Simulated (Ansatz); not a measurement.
Surface: Si(111) 1x1 surface, 6 top atoms, 3 bilayers, bottom bilayer H-capped and fixed, every top atom capped by H; cell 11.5 x 6.6 Å; two neighbouring H replaced by OH; about 7 Å thick over the host's atoms, 18 atoms held. Method: PBE-D3(BJ) (plane waves to 420 eV, PAW; Ansatz, a program for electronic structure). k mesh 1 x 2 x 1. The slab states were run without spin polarisation. Slab thickness, cell and mesh are as stated and are not converged limits. Each barrier is the saddle point's height over the relaxed start (climbing-image NEB, finished by a saddle search where needed); no vibrational corrections are included. The saddle order is not shown. The ends were relaxed from one prepared geometry each.

Elementary step: the surface fragment of SiCl4 exchanges a second ligand with a neighbouring O-H group. It starts from the surface left by an earlier step (SiCl4 exchanges a ligand with a surface O-H group and HCl forms), after HCl has left. Bonds to break: O(48)-H(49), Si(a0)-Cl(a4). Bonds to form or keep: O(48)-Si(a0), H(49)-Cl(a4).

Relaxed start, atoms near the reaction:

```
atom     x (Å)  y (Å)   z (Å)
------  ------  -----  ------
Si(0)    0.009  6.662   9.518
Si(1)    1.918  3.360   9.544
Si(2)    1.923  1.139   8.765
Si(3)    0.005  4.448   8.747
H(14)   -0.005  6.661  11.019
Si(15)   3.841  6.664   9.508
Si(16)   5.748  3.344   9.453
Si(18)   3.826  4.455   8.726
H(29)    3.860  6.651  11.011
Si(31)  -1.906  3.340   9.517
H(44)    7.670  0.034  11.009
H(45)   -1.911  3.349  11.018
O(46)    5.669  3.350  11.131
O(48)    1.792  3.433  11.210
H(49)    2.602  3.536  11.740
Si(a0)   5.842  3.295  12.717
Cl(a2)   7.492  4.331  13.313
Cl(a3)   5.974  1.366  13.360
Cl(a4)   4.180  4.161  13.560
```

Problem. What does the calculation give for this step?

Solution. Barrier 1.39 eV forward and 1.27 eV back, reaction energy +0.13 eV (the top comes from a saddle search started at the highest image of an unfinished band).

Problem. How long are the bonds that change, at the top of the path?

Solution. 
```tsv
pair	start (Å)	top (Å)	end (Å)
O(48)-H(49)	0.97	1.08	1.94
O(48)-Si(a0)	4.32	1.82	1.65
H(49)-Cl(a4)	2.49	1.72	1.30
Si(a0)-Cl(a4)	2.06	2.51	4.12
```
